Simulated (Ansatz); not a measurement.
**Effective masses and thermopower of monolayer PbI$_{2}$**

Here is the system:

```
CELL_PARAMETERS angstrom
      4.76327     0.00000     0.00000
     -2.38164     4.12512     0.00000
      0.00000     0.00000    19.74220
ATOMIC_POSITIONS crystal
  Pb 0.00000 0.00000 0.50000
  I  0.33333 0.66667 0.59162
  I  0.66667 0.33333 0.40838
```

Method: PBE with spin-orbit coupling, rigid bands (plane waves, PAW; Ansatz, a quantum-chemistry and plane-wave program). Condition of this run: biaxial strain +2 % with spin-orbit coupling. Cell: cell and atoms relaxed with PBE, then loaded as said.

The band gap is 1.72 eV and the electron conductivity mass (300 K, dilute) is 0.35 mₑ. The hole conductivity mass (300 K, dilute) is 2.4 mₑ. The effective density of states N_c (300 K) comes out as 3.7e12 cm⁻² and the effective density of states N_v (300 K) is 1.8e14 cm⁻². The Seebeck coefficient, n-type 2.0e12 cm⁻², 300 K is -222 μV/K and the Seebeck coefficient, p-type 2.0e12 cm⁻², 300 K is 540 μV/K.

Rigid bands; masses and Seebeck coefficients take one relaxation time τ for all states and one kind of carrier; polarons and phonon drag are left out.
